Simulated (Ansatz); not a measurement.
**CsCl-type PbSe (model structure)**

All values below come from r²SCAN (plane waves, PAW; Ansatz, an electronic-structure program).

Run with plane-wave cutoff 500 eV, 12×12×12 k mesh, Fermi–Dirac smearing 0.05 eV, scalar-relativistic PAW data made under PBE.

Cell (relaxed at this level):

```cif
data_PbSe
_chemical_formula_sum 'Pb1 Se1'
_space_group_name_H-M_alt 'P 1'
_space_group_IT_number 1
_cell_length_a 3.76638
_cell_length_b 3.76638
_cell_length_c 3.76638
_cell_angle_alpha 90.000
_cell_angle_beta 90.000
_cell_angle_gamma 90.000
loop_
_space_group_symop_operation_xyz
  'x, y, z'
loop_
_atom_site_label
_atom_site_type_symbol
_atom_site_fract_x
_atom_site_fract_y
_atom_site_fract_z
_atom_site_occupancy
Pb1 Pb 0.00000 0.00000 0.00000 1
Se1 Se 0.50000 0.50000 0.50000 1
```

band gap: none

Note: the relaxation could raise the start's symmetry but not lower it, so the cell can be a saddle point.

Spin–orbit coupling is not included; it can shift volumes and moduli of such heavy elements.

A model structure was made by putting elements into a prototype or built by hand; it is no filed structure, need not be a known phase, and can be a saddle point held by its symmetry.
